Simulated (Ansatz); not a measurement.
3C silicon carbide (1 1 0) on silicon (1 1 0) (film strained to the substrate, started from cuts of the bulks and a machine-learned relaxation; slabs Si32 and C24Si24, which can lie off the formulas)

A periodic stack without vacuum, 3C silicon carbide (1 1 0) on silicon (1 1 0) (film strained to the substrate, started from cuts of the bulks and a machine-learned relaxation; slabs Si32 and C24Si24, which can lie off the formulas): substrate slab Si32, film C24Si24, surface cells [[0, 2], [-1, 0]] and [[-1, 2], [-1, -1]], film strained by +2.0 and +2.0 %, outermost planes Si/Si and CSi/CSi as cut, which need not be the usual terminations and can put a slab off its formula.

The start was prepared with a machine-learned potential, and the result is one local minimum, with the in-plane cell held and forces under 0.04 eV/Å; the film can end far from its bulk form.

Methods: PBE (plane waves to 420 eV, PAW; Ansatz, an electronic-structure program); HSE06 (plane waves to 420 eV, PAW; Ansatz). Geometries and values that name no level are of the first. Scalar-relativistic, without spin–orbit coupling; PBE gaps are too small against experiment. Its k-point mesh 3×4×1, Fermi–Dirac width 0.05 eV. HSE06 ran on meshes of its own (6×6×6, 4×4×5); its edges and gaps are taken over the mesh and over extra points off it, mostly where PBE has its edges.

```
Quantity                                                                                            Value
--------------------------------------------------------------------------------  -----------------------
interface area                                                                                    42.3 Å²
period                                                                                            27.94 Å
heights between the nearest atoms of the two slabs at the two interfaces                  1.73 and 1.73 Å
Si–Si contacts across the interfaces within 1.22 times the sum of covalent radii           6, mean 2.45 Å
C–Si contacts across the interfaces within 1.22 times the sum of covalent radii            4, mean 1.95 Å
valence offset, film less substrate (PBE)                                                        -0.92 eV
valence offset, film less substrate (HSE06 edges on the PBE line-up)                             -1.18 eV
conduction offset (HSE06 edges on the PBE line-up)                                               -0.27 eV
spin-polarised check at this geometry                                             falls back to no moment
```

```
CELL_PARAMETERS angstrom
      7.73576     0.00014    -0.00015
     -0.00002     5.46954     0.08824
      0.64433    -2.27728    27.90912
ATOMIC_POSITIONS crystal
  Si 0.57549 0.58211 0.10953
  Si 0.07622 0.60828 0.09638
  Si 0.82890 0.36291 0.10517
  Si 0.32540 0.34166 0.10003
  Si 0.79563 0.11584 0.03491
  Si 0.35154 0.01954 0.03935
  Si 0.06378 0.88080 0.03049
  Si 0.60559 0.77732 0.04020
  Si 0.06623 0.64196 0.23929
  Si 0.56504 0.64823 0.24072
  Si 0.31597 0.39566 0.24006
  Si 0.81532 0.39481 0.23985
  Si 0.31527 0.12842 0.17080
  Si 0.82630 0.11357 0.17102
  Si 0.56693 0.88376 0.17264
  Si 0.07492 0.86325 0.16926
  Si 0.55939 0.68183 0.37912
  Si 0.04816 0.69841 0.37739
  Si 0.80808 0.43392 0.37978
  Si 0.29988 0.45135 0.37656
  Si 0.80949 0.16761 0.30946
  Si 0.31049 0.16858 0.30887
  Si 0.05911 0.92031 0.30777
  Si 0.56083 0.91639 0.31063
  Si 0.06258 0.67699 0.50967
  Si 0.50572 0.77638 0.51448
  Si 0.31644 0.43409 0.50891
  Si 0.77353 0.54386 0.51866
  Si 0.29788 0.19239 0.43967
  Si 0.79748 0.22750 0.45268
  Si 0.55096 0.97715 0.44438
  Si 0.04662 0.95738 0.44862
  C  0.71619 0.45381 0.58184
  C  0.05776 0.15029 0.58521
  C  0.40351 0.81426 0.58057
  C  0.38624 0.32390 0.63813
  C  0.72135 0.98469 0.63676
  C  0.05792 0.66467 0.63632
  C  0.38531 0.84538 0.69117
  C  0.71946 0.50974 0.69121
  C  0.05286 0.18156 0.69296
  C  0.04788 0.69780 0.74724
  C  0.38149 0.36476 0.74688
  C  0.71361 0.02889 0.74717
  C  0.04238 0.21449 0.80266
  C  0.37650 0.88320 0.80195
  C  0.71038 0.54882 0.80178
  C  0.70467 0.06713 0.85796
  C  0.03895 0.73216 0.85799
  C  0.37278 0.40324 0.85640
  C  0.69701 0.58144 0.91084
  C  0.03180 0.24328 0.91274
  C  0.36818 0.92372 0.91284
  C  0.35986 0.44383 0.96412
  C  0.70443 0.11024 0.96868
  C  0.01733 0.74903 0.96729
  Si 0.47463 0.99602 0.63577
  Si 0.80865 0.65752 0.63568
  Si 0.13838 0.33537 0.63693
  Si 0.46471 0.47124 0.58356
  Si 0.83049 0.16647 0.59157
  Si 0.14990 0.83825 0.58278
  Si 0.13219 0.36613 0.74747
  Si 0.46403 0.03214 0.74663
  Si 0.79906 0.69714 0.74671
  Si 0.13555 0.84922 0.69185
  Si 0.46900 0.51391 0.69183
  Si 0.80552 0.17968 0.69285
  Si 0.78888 0.73521 0.85707
  Si 0.12534 0.40126 0.85675
  Si 0.45484 0.07138 0.85734
  Si 0.79306 0.21676 0.80263
  Si 0.12751 0.88288 0.80248
  Si 0.46091 0.55115 0.80177
  Si 0.45123 0.13300 0.96637
  Si 0.76625 0.76527 0.96548
  Si 0.13358 0.45529 0.95785
  Si 0.44886 0.59405 0.91231
  Si 0.78493 0.25509 0.91346
  Si 0.11882 0.91688 0.91357
```
